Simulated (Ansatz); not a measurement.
The starting structures come from a database of crystals and need not be the phases stable at ambient conditions.

The decay constant κ of evanescent states in the gap governs leakage through a thin film.

Consider the following.

```yaml
crystal:
  lattice:
    - [6.01373, 0.00000, 0.00000]
    - [0.00000, 11.92339, 0.00000]
    - [3.00686, 5.96169, 3.00686]
  atoms:
    - { symbol: Zn, position: [0.00000, 0.00000, 0.00000] }
    - { symbol: Ga, position: [0.00000, 0.50000, 0.00000] }
    - { symbol: Ga, position: [0.50000, 0.25000, 0.00000] }
    - { symbol: Te, position: [0.97303, 0.10564, 0.52382] }
    - { symbol: Te, position: [0.49685, 0.86739, 0.53012] }
    - { symbol: Te, position: [0.02697, 0.62946, 0.47618] }
    - { symbol: Te, position: [0.50315, 0.39751, 0.46988] }
```

Space group of this cell: I-4. The cell is taken as given.

Transport runs along the normal of the first two printed cell vectors, the (100) plane of the conventional cell.

The gap is the functional's own, uncorrected, and κ follows it; spin-orbit coupling is left out. Mid-gap values are interpolated between the computed energies.

Question: Predict the band gap and the smallest decay constant κ at mid-gap from r2SCAN in Ansatz (an electronic-structure program).

Answer: Gap 1.49 eV on a 10×10×10 mesh; κ = 0.114 1/Å, at the zone centre.
